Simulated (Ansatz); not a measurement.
Amorphous Si48N60

Preparation: random packing, a CHGNet melt and quench, and a DFT relaxation. N atoms were pushed apart under 1.9 Å during the dynamics, to hinder bonds among them. The hot cell started wider than the set density and was brought back towards it in steps. It is the lowest in DFT energy of 2 quenches. It is a model cell: composition and starting density were chosen by hand, and all elements were melted together. No dispersion term was used.

Methods: PBE, scalar-relativistic without spin-orbit coupling (Ansatz, an electronic-structure program); r2SCAN, scalar-relativistic without spin-orbit coupling (Ansatz); HSE06, scalar-relativistic without spin-orbit coupling (Ansatz). Geometry, pressure, stress and energy are those of the PBE run. Its sampling: a 2×2×2 Γ-centred mesh; Fermi-Dirac width 0.02 eV; no spin polarisation. Other functionals are single points at the zone centre (r2SCAN at 500 eV; exact exchange cut at the cell's faces), free to take moments where seeds were set. The usual formal charges leave 12 electrons over, so the level spacing at the Fermi energy parts defect or band states and needn't be the band gap. At PBE the levels at the filled edge of the gap are localised (band-tail or defect states), and the nearest spread-out levels lie 2.3 eV apart at the zone centre.

```json
{
 "number_of_atoms_in_the_cell": "108",
 "Density (held, not predicted)": "2.80 g/cm³",
 "volume_per_atom": "12.04 Å³",
 "Pressure on a 2×2×2 Γ-centred mesh": "-4.25 GPa",
 "Largest force and stress component on that mesh (the relaxation ran on the zone centre alone)": "0.09 eV/Å and 6.2 GPa",
 "Energy relative to beta Si3N4 + silicon (lowest mix at this level among the phases computed, not always the ambient ones)": "0.352 eV/atom",
 "Level spacing at the Fermi energy on a 2×2×2 Γ-centred mesh (PBE)": "1.19 eV",
 "Level spacing at the Fermi energy at the zone centre (PBE)": "1.25 eV",
 "Level spacing at the Fermi energy at the zone centre (r2SCAN)": "1.48 eV",
 "Level spacing at the Fermi energy at the zone centre (HSE06)": "2.08 eV"
}
```

Bonds are counted up to Si-Si 2.60 Å, Si-N 2.12 Å, N-N 1.70 Å. Two cations that share two anions don't count as bonded, nor two that share one unless they lie closer than Si-Si 2.38 Å.

```json
{
  "Mean coordination of Si by anions": "3.81 (1 with 1, 2 with 2, 4 with 3, 39 with 4, 2 with 5); 8 close contacts or bonds to cations besides",
  "Mean coordination of N": "3.05 (57 with 3, 3 with 4)",
  "Mean Si-N bond": "1.785 Å (spread 0.058 Å, 183 counted)",
  "Mean Si-Si bond": "2.381 Å (spread 0.096 Å, 4 counted)"
}
```

Its density started from a set value of 2.79 g/cm³. The quench (nominally 150 K/ps over its main leg) was far faster than any real one, so the model tends to hold more defects than a real film. A cell of this size samples the disorder only roughly. The volume was held where the preparation left it, at a PBE pressure of -4.2 GPa (tension). Stress components on the final sampling reach 6.2 GPa.
